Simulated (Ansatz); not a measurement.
Base system: BeS in the zinc blende structure (space group F-43m, No. 216).

```xyz
2
Lattice="0.0000 2.4343 2.4343 2.4343 0.0000 2.4343 2.4343 2.4343 0.0000" Properties=species:S:1:pos:R:3 pbc="T T T"
S      3.6514     3.6514     3.6514
Be     0.0000     0.0000     0.0000
```

Method: r2SCAN in Ansatz (plane waves to 500 eV, PAW, spin-orbit coupling left out).

Carriers are added at fixed cell with a uniform background; the Fermi–Dirac width is that of 300 K.

One change was made to it. Results:

```csv
quantity,base,after
Fermi level relative to the doped band's edge (positive inside the band; to 0.05 eV),–,+0.50 eV
gap between the host's bands,3.59 eV,3.57 eV
gap character,"indirect, Γ → X","indirect, Γ → X"
```

**Question.** Which of these changes matches the shifts?
A) electrons 1.5×10^21 cm⁻³
B) holes 2.0×10^22 cm⁻³
C) electrons 5.0×10^20 cm⁻³
D) electrons 2.0×10^22 cm⁻³

**Answer.** A, electrons 1.5×10^21 cm⁻³. For comparison, the Fermi level from band edge in the other runs: electrons 5.0×10^20 cm⁻³ gives +0.25 eV; holes 2.0×10^22 cm⁻³ gives +0.95 eV; electrons 2.0×10^22 cm⁻³ gives +2.05 eV.

Carriers are added with a uniform compensating background; total energy and stress of such cells depend on the potential's zero and are not compared; many-body gap narrowing is missing at this level. Gaps are read on the SCF mesh and a high-symmetry path. No phonon test of stability was made.

Ansatz is a first-principles code.
